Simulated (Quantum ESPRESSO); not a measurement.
Quantum ESPRESSO run on Bi2Se3 (R-3m, 5 atoms in the cell): self-consistent single point.

Method: PBE-D2, GBRV 1.5 ultrasoft (PBE) pseudopotentials (plane waves; Quantum ESPRESSO 7.5).

```
CELL_PARAMETERS angstrom
      2.14011     1.23559    10.18773
     -2.14011     1.23559    10.18773
      0.00000    -2.47119    10.18773
ATOMIC_POSITIONS crystal
  Bi 0.39844 0.39844 0.39844
  Bi 0.60156 0.60156 0.60156
  Se 0.00000 0.00000 0.00000
  Se 0.21572 0.21572 0.21572
  Se 0.78428 0.78428 0.78428
```

Reference input (self-consistent single point, DFT, PBE, plane waves, GBRV 1.5 ultrasoft (PBE) pseudopotentials): ecutwfc = 40 Ry; ecutrho = 200 Ry; occupations = smearing; smearing = fd; degauss = 0.00147 Ry; potentials = {Bi: bi_pbe_v1.uspp.F.UPF, Se: se_pbe_v1.uspp.F.UPF}; K_POINTS = automatic 5 5 5 0 0 0; conv_thr = 1e-09 Ry. This run's input differs from it in these lines:

```diff
@@ -18,2 +18,3 @@
    degauss = 0.00147
+   vdw_corr = 'grimme-d2'
 /
```

The program printed (abridged):

```
     Self-consistent Calculation

     iteration #  1     ecut=    40.00 Ry     beta= 0.70

---- Real-time Memory Report at c_bands before calling an iterative solver
           247 MiB given to the printing process from OS
           126 MiB allocation reported by mallinfo(arena+hblkhd)
------------------

     negative rho (up, down):  7.660E-02 0.000E+00

     total energy              =    -501.18027084 Ry
     estimated scf accuracy    <       0.97324864 Ry

     iteration #  2     ecut=    40.00 Ry     beta= 0.70

---- Real-time Memory Report at c_bands before calling an iterative solver
   [... lines left out ...]
           318 MiB given to the printing process from OS
           165 MiB allocation reported by mallinfo(arena+hblkhd)
------------------

     negative rho (up, down):  8.119E-02 0.000E+00

     total energy              =    -501.60249638 Ry
     estimated scf accuracy    <          3.5E-09 Ry

     iteration # 12     ecut=    40.00 Ry     beta= 0.70

---- Real-time Memory Report at c_bands before calling an iterative solver
           318 MiB given to the printing process from OS
           165 MiB allocation reported by mallinfo(arena+hblkhd)
------------------

     negative rho (up, down):  8.119E-02 0.000E+00
     End of self-consistent calculation

     the Fermi energy is     6.1503 ev

!    total energy              =    -501.60249638 Ry
     estimated scf accuracy    <          3.5E-10 Ry
     smearing contrib. (-TS)   =      -0.00000001 Ry
     internal energy E=F+TS    =    -501.60249638 Ry

     Dispersion Correction     =      -0.11428123 Ry

     convergence has been achieved in  12 iterations

     negative rho (up, down):  8.119E-02 0.000E+00

     Forces acting on atoms (cartesian axes, Ry/au):

     atom    1 type  1   force =    -0.00000000    0.00000000    0.00245530
     atom    2 type  1   force =     0.00000000    0.00000000   -0.00245530
     atom    3 type  2   force =     0.00000000    0.00000000    0.00000000
     atom    4 type  2   force =    -0.00000000    0.00000000    0.01725199
   [... lines left out ...]
     Total force =     0.024644     Total SCF correction =     0.000048
   [... lines left out ...]

     Total Dispersion Force =     0.004897

     negative rho (up, down):  8.119E-02 0.000E+00
          total   stress  (Ry/bohr**3)                   (kbar)     P=      -54.33
  -0.00038424   0.00000000  -0.00000000          -56.52        0.00       -0.00
   0.00000000  -0.00038424   0.00000000            0.00      -56.52        0.00
   0.00000000   0.00000000  -0.00033951            0.00        0.00      -49.94

   JOB DONE.
```

The run converged in 12 iterations. Against the reference run the pressure goes from -3.33 to -5.43 GPa, the largest force goes from 0.492 to 0.444 eV/Å and the gap on the mesh stays at 0.461 eV.

The starting cell comes from a database of computed structures (which also holds hypothetical and non-ambient phases and stackings), without a prior relaxation at this level. Its lattice was rescaled by a random factor within 2.5 % of one. Spin-orbit coupling is off. With a pressure of about -5 GPa the cell is away from its equilibrium volume at this level.

Cost on one core of a shared machine: roughly 8 min.
